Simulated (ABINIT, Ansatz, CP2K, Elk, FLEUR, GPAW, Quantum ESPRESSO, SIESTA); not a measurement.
**Code comparison for HfO2 (Fm-3m, 3 atoms in the cell)**

Self-consistent single point.

```
HfO2
1.0
    0.00000     2.47255     2.47255
    2.47255     0.00000     2.47255
    2.47255     2.47255     0.00000
Hf O
1 2
Direct
  0.00000   0.00000   0.00000
  0.75000   0.75000   0.75000
  0.25000   0.25000   0.25000
```

All programs got the same cell, k-point mesh and kind of occupations (some realise fixed ones as a very narrow smearing) (in Ansatz's words: kpoints.mp_grid.grid = 12 12 12; scf.occupations.method = fixed); potentials, basis and cutoffs are each program's usual ones.

```
code                                                                                                                                model  pressure (GPa)  gap on the mesh (eV)  k-points           cutoff
----------------  -----------------------------------------------------------------------------------------------------------------------  --------------  --------------------  --------  ---------------
FLEUR                                                                        PBE, all-electron FLAPW (FLEUR), scalar-relativistic valence               –                 3.966        72  Kmax 4.5 1/bohr
Elk                                        PBE, all-electron FP-LAPW, Elk's shipped species files, APW+lo basis with extra local orbitals               –                 3.937        72       rgkmax 7.5
Ansatz                                                                                                                     PBE, PAW files           26.64                 3.965        72          default
CP2K                                                              PBE, GPW, DZVP-MOLOPT-SR-GTH basis, GTH-PBE potentials (GTH_POTENTIALS)           17.92                 4.170       868      grid 500 Ry
Quantum ESPRESSO                                                          PBE, PseudoDojo standard norm-conserving (PBE) pseudopotentials           23.82                 4.039        72            85 Ry
SIESTA            GGA PBE, numerical atomic orbitals TZP, PseudoDojo PBE standard norm-conserving potentials (rewritten from UPF to PSML)           27.29                 3.853       948      grid 300 Ry
GPAW                                                                                         PBE, GPAW PAW datasets PBE (gpaw-data 1.0.1)               –                 3.992        72           950 eV
ABINIT                                                           PBE, norm-conserving pseudopotentials (PseudoDojo nc-sr-05 PBE standard)           23.81                 4.039        72            42 Ha
```

A dash marks a value that a program does not give, or that is left out as unsure.

Gaps are read on the mesh.

The spread over the programs that give each value: pressure within 9.37 GPa; gap on the mesh within 0.317 eV.

The starting cell comes from a database of computed structures (which also holds hypothetical and non-ambient phases and stackings), without a prior relaxation at this level. Its lattice was rescaled by a random factor within 2.5 % of one. On Ansatz's run: Spin-orbit coupling is off. In the base run, with a pressure of about 27 GPa the cell is away from its equilibrium volume at this level.

Task: Why do the programs differ, and what cannot be compared?

Result: Differences of this kind can come from the potentials, where these differ, and from what each basis and cutoff leave unconverged. The valence holds different numbers of electrons (FLEUR 38, Ansatz (a program for electronic structure) 38, CP2K 24, Quantum ESPRESSO 24, SIESTA 24, GPAW 24, ABINIT 24). The zero of total energies and Fermi levels follows the potentials and each program's conventions, so they are not compared here. CP2K and SIESTA use small atom-centred bases, whose incompleteness enters pressures, forces and empty levels differently from a plane-wave cutoff. FLEUR and Elk treat all electrons, but the usual bases taken here (sphere radii, linearisation, local orbitals, empty states) were not tested for convergence, so the values are no reference for the others. Ansatz's pressure is given at a fixed set of plane waves, as the other plane-wave codes print theirs; with its correction for the finite basis it is 27.27 GPa (the shift of 0.63 GPa shows how far the cutoff is from converged). The pressure of GPAW is left out: its cutoff lies under the one at which its stress was checked. The programs reduce the same mesh by symmetry to different extents, which changes the work and not the result. In the pressure, Ansatz (by 2.82), CP2K (by 5.91) and SIESTA (by 3.47) lie more than 1 GPa from the median of the plane-wave programs. In the gap, CP2K (by 0.154) and SIESTA (by 0.163) lie more than 0.12 eV from the median of the plane-wave programs.

Keys are those of Ansatz 0.2.
